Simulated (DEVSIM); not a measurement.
System: abrupt Ge n-p junction, at 350 K.

| layer (left to right) | material | thickness (μm) | Nd (cm⁻³) | Na (cm⁻³) | τn (s) | τp (s) |
|---|---|---|---|---|---|---|
| 1 | Ge | 1.40 | 4.1e17 | - | 1.4e-7 | 1.4e-7 |
| 2 | Ge | 2.00 | - | 1.5e15 | 1.4e-7 | 1.4e-7 |

Left contact: ohmic. Right contact: ohmic. Voltage is applied to the left contact. Recombination: SRH at mid-gap, Auger. Mobility is μmin + (μ − μmin)/(1 + (N/Nref)^α).

This is a model device: material constants are rounded textbook-type values typed into the input, and sizes, dopings and lifetimes were drawn at random. Values at 300 K; Nc and Nv go as T^1.5, mobilities as T to minus their exponent, the gap by Varshni's rule with the affinity fixed.

| parameter | Ge |
|---|---|
| gap (eV) | 0.664 |
| affinity (eV) | 4 |
| permittivity | 16 |
| Nc (cm⁻³) | 1.04e19 |
| Nv (cm⁻³) | 6e18 |
| μn (cm²/Vs) | 3900 |
| μp (cm²/Vs) | 1900 |
| μn,min | 150 |
| μp,min | 100 |
| Nref,n | 2.6e17 |
| Nref,p | 4e17 |
| αn | 0.56 |
| αp | 0.6 |
| T exponent of μn | 1.66 |
| T exponent of μp | 2.33 |
| Cn (cm⁶/s) | 1e-31 |
| Cp (cm⁶/s) | 1e-31 |
| Varshni α (eV/K) | 0.000477 |
| Varshni β (K) | 235 |

Simulated with DEVSIM: 1D drift-diffusion, Boltzmann statistics, complete ionisation; no tunnelling, impact ionisation, image-force lowering or self-heating.

Problem. Give the dark forward current.

Solution. 
```
V (V)  J (A/cm²)
-----  ---------
-0.05        -11
-0.10        -58
-0.15       -210
-0.20       -620
-0.25      -1600
-0.30      -3700
```
